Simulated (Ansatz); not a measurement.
The reference is SiC in the wurtzite structure (space group P6_3mc, No. 186).

```yaml
crystal:
  lattice:
    - [3.07548, 0.00000, 0.00000]
    - [-1.53774, 2.66344, 0.00000]
    - [0.00000, 0.00000, 5.04859]
  atoms:
    - { symbol: Si, position: [0.66667, 0.33333, 0.00050] }
    - { symbol: Si, position: [0.33333, 0.66667, 0.50050] }
    - { symbol: C, position: [0.66667, 0.33333, 0.62470] }
    - { symbol: C, position: [0.33333, 0.66667, 0.12470] }
```

Cartesian axes are those of the cell as printed.

The values are results of r2SCAN in Ansatz (plane waves to 500 eV, PAW, spin-orbit coupling left out), earlier PAW set, not measurements.

Modification: uniaxial strain ε_zz = +2.73 %, all other strain components held at zero, atoms relaxed at fixed cell.

Question: Predict the stress tensor and what it implies for the stiffness.

Answer: Stress of the strained cell less that of the base (GPa, compression positive):
```
  -1.10    0.00    0.00
   0.00   -1.10    0.00
   0.00    0.00  -14.70
```

Then −Δσ_ii/ε with ε = 0.0273 gives secant stiffness values (nonlinear terms included at this strain): C33 ≈ 538 GPa, C13 ≈ 40 GPa and C23 ≈ 40 GPa.

As a check, the harmonic strain energy −½ V₀ Δσ:ε is 13 meV/atom; the computed energy rise is 13 meV/atom.

No phonon test of stability was made.

Ansatz is a first-principles code.
